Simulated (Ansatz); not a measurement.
Consider SiC in the zinc blende structure (space group F-43m, No. 216; a = 4.356 Å). Axes: x, y, z lie along the cube axes.

Structures relaxed with r2SCAN (Ansatz, an electronic-structure program), scalar-relativistic without spin-orbit coupling.

Base:

Simulated powder pattern, Cu Kα1, λ = 1.54056 Å (kinematic, ideal powder, no thermal factors, no anomalous dispersion; the 14 strongest lines at most, above 2 %, up to 2θ = 90°):

```
2θ (°)  I/Imax (%)    hkl
------  ----------  -----
35.67          100  (111)
41.42           18  (200)
60.02           46  (220)
71.81           35  (311)
75.54          5.0  (222)
```

After one change:

Simulated powder pattern, Cu Kα1, λ = 1.54056 Å (kinematic, ideal powder, no thermal factors, no anomalous dispersion; the 14 strongest lines at most, above 2 %, up to 2θ = 90°):

```
2θ (°)  I/Imax (%)
------  ----------
35.47          100
41.19           18
59.66           46
71.36           35
75.07          5.0
89.41          7.5
```

Name the change that was made.
A) biaxial strain +1.04 %, plane normal [001], relaxed out of plane
B) isotropic strain +0.62 %
C) uniaxial stress, 8 GPa tension along x
D) isotropic strain +0.54 %

D, isotropic strain +0.54 %. Its volume per atom is 10.50 Å³ against 10.33 Å³, and its space group is F-43m (No. 216).

Stability under load was not tested beyond the relaxation.
